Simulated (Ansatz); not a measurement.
Ansatz (a quantum-chemistry and plane-wave program) run on NaAlSi₄ (P1, 6 atoms in the cell): relaxation of the atoms.

Method of the run: PBEsol, default PAW files made with PBE (plane waves; Ansatz).

The change in words: atoms moved at random; relax: default → atoms; relax.f_tol: default → 0.1 eV/Å. Reference geometry:
```yaml
crystal:
  lattice:
    - [4.33359, 0.00000, 0.00000]
    - [0.00000, 4.33359, 0.00000]
    - [0.00000, 0.00000, 5.99563]
  atoms:
    - { symbol: Na, position: [0.98447, 0.01381, 0.33676] }
    - { symbol: Al, position: [0.50090, 0.49561, 0.68453] }
    - { symbol: Si, position: [0.51383, 0.99475, 0.98522] }
    - { symbol: Si, position: [0.01063, 0.50440, 0.99578] }
    - { symbol: Si, position: [0.50513, 0.46972, 0.21340] }
    - { symbol: Si, position: [0.98505, 0.02171, 0.78433] }
```

Reference input (self-consistent single point, DFT, PBEsol, plane waves, default PAW files made with PBE): basis.ecutwfc = 420 eV; kpoints.mp_grid.grid = 8 8 6; hamiltonian.xc = pbesol; hamiltonian.pseudopotentials = {kind: paw} (the program's default PAW files); scf.occupations.method = methfessel_paxton; scf.occupations.width = 0.1 eV. This run's input differs from it in these lines:

Ansatz 0.2 input:
```diff
@@ -7,8 +7,8 @@
   atoms:
-    - { symbol: Na, position_ang: [-0.06730499, 0.05985121, 2.01908836] }
-    - { symbol: Al, position_ang: [2.17069956, 2.14777921, 4.10417062] }
-    - { symbol: Si, position_ang: [2.22671555, -0.02275135, 5.90700859] }
-    - { symbol: Si, position_ang: [0.04604439, 2.18584980, 5.97032844] }
-    - { symbol: Si, position_ang: [2.18903498, 2.03557389, 1.27944346] }
-    - { symbol: Si, position_ang: [-0.06480450, 0.09408224, 4.70254648] }
+    - { symbol: Na, position_ang: [-0.03963068, 0.07165591, 2.02890321] }
+    - { symbol: Al, position_ang: [2.15566201, 2.18625282, 4.10114282] }
+    - { symbol: Si, position_ang: [2.18704153, -0.05165639, 5.89574280] }
+    - { symbol: Si, position_ang: [0.09124374, 2.19488533, 5.95868493] }
+    - { symbol: Si, position_ang: [2.18846295, 2.05154751, 1.29265183] }
+    - { symbol: Si, position_ang: [-0.08239455, 0.04769983, 4.70546635] }
 basis:
@@ -26,2 +26,4 @@
     width: 0.1
+relax:
+  f_tol: 0.1
 output:
```

Log, with long lists cut:

```
   [... SCF lines of the steps left out ...]
relax step   1: F+E_penalty+E_count = -4484.70779675 eV  Δ(F+E_penalty+E_count) = +0.000e0 eV  max|allowed force component| = 5.374e-1 eV/Å  Δτ_max = 0.0000 Å  (5 SCF iters, dr2 threshold 1.00e-4 eV, accepted)
relax step   2: F+E_penalty+E_count = -4484.79812618 eV  Δ(F+E_penalty+E_count) = -9.033e-2 eV  max|allowed force component| = 2.492e-1 eV/Å  Δτ_max = 0.0828 Å  (4 SCF iters, dr2 threshold 1.81e-5 eV, accepted)
relax step   3: F+E_penalty+E_count = -4484.81494263 eV  Δ(F+E_penalty+E_count) = -1.682e-2 eV  max|allowed force component| = 2.818e-2 eV/Å  Δτ_max = 0.0644 Å  (6 SCF iters, accepted)
Stability not checked (fill_not_monotonic)
Free energy (F): -4484.814943 eV
Internal energy: -4484.813846 eV  (E = F + TS)
E sigma→0 (E₀):  -4484.814668 eV
Entropy (-TS):   -0.001097 eV (-0.183 meV/atom)
Fermi energy:    6.906728 eV
--- Forces (eV/Å), atoms counted from 1 ---
  atom   1  Na     0.02719778    -0.00488327    -0.02817398
  atom   2  Al    -0.02531458     0.00680655     0.02283805
  atom   3  Si     0.01786663     0.00914410    -0.02132191
  atom   4  Si    -0.01855357    -0.00402719    -0.00727749
  atom   5  Si     0.01172662    -0.00896782     0.02057749
  atom   6  Si    -0.01289986     0.00186077     0.01339080
   [... lines left out ...]
    - { symbol: Si, position: [0.4941651465031381, -0.0011023950743533494, 0.9919050980087204] }
    - { symbol: Si, position: [0.0035810387884585185, 0.501703438682087, 0.9915626855245886] }
    - { symbol: Si, position: [0.5005838275636949, 0.49998886405776555, 0.21197638625379667] }
    - { symbol: Si, position: [-0.006579300284618833, 0.002037287465112188, 0.7963136283869305] }
```

The run converged. 

Summary of the result:
Free energy E − TS (on the zero of these files): -4484.8149 eV
Fermi level (on the code's own zero): 6.91 eV
Pressure: -1.04 GPa
Largest force (vector length): 0.039 eV/Å
Relaxation steps: 3

The starting cell comes from a database of computed structures (which also holds hypothetical and non-ambient phases and stackings), without a prior relaxation at this level. Its atoms were displaced at random from the sites of space group no. 99. For this run, on top of that: atoms moved at random. Ansatz's pressure includes its estimate of the finite-basis (Pulay) stress.

Cost on one core of a shared machine: roughly 2 min.
